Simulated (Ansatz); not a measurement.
Worked sum: formation energy of the neutral N_i in Si (diamond, Fd-3m)

We look at the formation energy of the neutral N_i in Si (diamond, Fd-3m). Reaction: 216 Si (diamond) + 1/2 N2 (gas) → cell A.

A: a supercell of 216 sites of Si (diamond, Fd-3m) with N off the lattice sites (3 Si at 1.73–1.79 Å); an odd number of electrons; spin state with PBE: net moment 1.0 μB a cell.

Setting: static, neutral cells in Ansatz (PAW) whose structures rest at the PBE level. Ansatz (an electronic-structure program) runs with its PAW set soft_1. Larger cells are relaxed from a start prepared with the learned potential CHGNet till forces fall under 0.03 eV/Å, which some starts already meet. A dispersion term (D3(BJ), or D4 for r2SCAN) was computed beside these levels and is taken off wherever the name lacks it. Space groups of crystals are read within 0.01 Å. No search over spin orders was made beyond those shown. Mesh and cell size may move defect energies by 0.1 eV or more. Cell A has symmetry Cmm2 within 0.02 Å and got no random move, so less symmetric positions, which may lie lower, weren't tried.

Total energies of the cells in eV, at zero smearing width. They compare only within one column; the weights balance every element.

```
cell          atoms  weight            PBE
------------  -----  ------  -------------
A: Si:N_i       217      +1  -137715.09173
Si (diamond)    216      −1  -137332.20760
N2 (gas)          2    −1/2     -768.03289
```

PBE: (-137715.09173) − (-137332.20760) − 1/2 × (-768.03289) = 1.132 eV.
